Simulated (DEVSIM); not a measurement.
Device: TaN/SiO2/p-Si capacitor, at 300 K.

| layer (left to right) | material | thickness (nm) | Na (cm⁻³) |
|---|---|---|---|
| 1 | SiO2 | 1.30 | - |
| 2 | Si | 360 | 2.6e18 |

Metal gate on the left, work function 4.4 eV. Fixed charge at the semiconductor interface 0 cm⁻² (in units of +e); no interface traps.

Constants are typed, rounded textbook-type inputs, not results; the design itself was drawn at random and stands for no fabricated device. Values at 300 K.

```csv
parameter,SiO2,Si
gap (eV),9,1.124
affinity (eV),0.9,4.05
permittivity,3.9,11.7
Nc (cm⁻³),-,2.86e19
Nv (cm⁻³),-,3.1e19
```

Model (solved in DEVSIM): 1D Poisson equation in equilibrium, Boltzmann statistics, complete ionisation; no quantum confinement or tunnelling. Metal contacts follow the ideal Schottky-Mott rule: no Fermi-level pinning, no interface dipoles.

The SiO2 thickness was swept, all else fixed.

| SiO2 thickness (μm) | threshold voltage (band bending 2φF) (V) | minimum of the low-frequency capacitance (μF/cm²) | capacitance of the dielectric stack (μF/cm²) |
|---|---|---|---|
| 0.00052 | 0.43 | 0.472 | 6.64 |
| 0.00072 | 0.48 | 0.467 | 4.80 |
| 0.00091 | 0.53 | 0.448 | 3.79 |
| 0.0011 | ? | 0.443 | 3.14 |
| 0.0013 | 0.64 | 0.427 | 2.66 |
| 0.0016 | 0.72 | 0.413 | 2.16 |

Q: What belongs in the gaps?

A: 
- 0.0011, threshold voltage (band bending 2φF) (V): 0.58
